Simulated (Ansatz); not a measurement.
Results of r²SCAN+rVV10 in Ansatz (plane waves, PAW) for PrB4 (P4/mbm, No. 127; cell taken from a computed entry).

Settings: plane-wave cutoff 500 eV, 6×6×10 k mesh (along the axes of the cell as run), Fermi–Dirac smearing 0.05 eV, spin-polarised start, scalar-relativistic PAW data made under PBE.

Computed at the level's own relaxed cell.

**Question.** Predict the volume per atom, lattice parameter a and c axis length.

**Answer.** 
volume per atom: 10.67 Å³/atom
lattice parameter a: 7.209 Å
c axis length: 4.106 Å

Note: the magnetic order was assumed, not searched for or taken from measurement; the relaxation could not lower the start's symmetry, so the cell can be a saddle point above a distorted one; the 4f shell is treated without U or exact exchange, so its levels and filling can be wrong.

Spin–orbit coupling is not included.

Cost on a shared machine: around 80 core-minutes (rough).

Ansatz is a quantum-chemistry and plane-wave program.
